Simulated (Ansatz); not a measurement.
Consider BeS in the zinc blende structure (space group F-43m, No. 216; a = 4.7964 Å). Axes: x, y, z lie along the cube axes.

All numbers come from plane-wave PAW DFT at the LDA level (Ansatz, a program for electronic structure, 420 eV), no spin-orbit coupling.

Strains are applied to the cell and any free atomic positions relax.

One change was made to it. Results:

The electron mass changes from 0.80 mₑ along k, 0.28 mₑ across (at X) to 0.78 mₑ along k, 0.28 mₑ across (at X); the energy rises by 4.5 meV/atom.

Problem. Which of these changes matches the shifts?
A. uniaxial strain ε_zz = +2.50 %
B. uniaxial strain ε_zz = −1.00 %
C. uniaxial strain ε_zz = +1.00 %

Solution. A, uniaxial strain ε_zz = +2.50 %. For comparison, the energy relative to the base in the other runs: uniaxial strain ε_zz = −1.00 % gives +0.7 meV/atom; uniaxial strain ε_zz = +1.00 % gives +0.7 meV/atom.

The levels and masses belong to the bands next to the band gap. Effective masses come from finite differences of ±0.01 Å⁻¹. Along k means along the line from Γ to the band edge. No phonon test of stability was made.
